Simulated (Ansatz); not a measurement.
An ideal cubic perovskite cell is held by its symmetry; such compounds can tilt or shift off centre at room temperature. The starting structures come from a database of crystals and need not be the phases stable at ambient conditions.

 Where the default PAW files enter, the runs use the earlier of Ansatz's two default sets.

**Evanescent states of CsGeBr₃ (Pm-3m, cubic perovskite, not sure to be the ambient phase, 5 atoms a cell, 33.9 Å³ an atom) along the normal of (110)**

All values below come from r2SCAN (plane waves, PAW; Ansatz, a quantum-chemistry and plane-wave program).

The gap is the functional's own. No spin-orbit coupling. Mid-gap values are interpolated on the energy grid.

Energies count from the valence-band top; κ is the least over a 6×4 mesh across the current.

```csv
E (eV),κ (1/Å),where
0.03,0.019,off Γ
0.07,0.032,off Γ
0.12,0.040,off Γ
0.17,0.045,off Γ
0.23,0.048,off Γ
0.28,0.050,off Γ
0.33,0.051,off Γ
0.38,0.050,off Γ
0.42,0.049,off Γ
0.47,0.046,off Γ
0.53,0.042,off Γ
0.57,0.036,off Γ
0.62,0.028,off Γ
0.68,0.011,off Γ
```

How thick must the barrier be to attenuate the transmission by 10^4 when the electrodes' Fermi level lies at 0.03 eV, and what attenuation does that film give at 0.42 eV?

d = 4 ln 10 / (2 × 0.019) = 242.4 Å. At 0.42 eV it gives 4 × 0.049/0.019 = 10.3 decades.
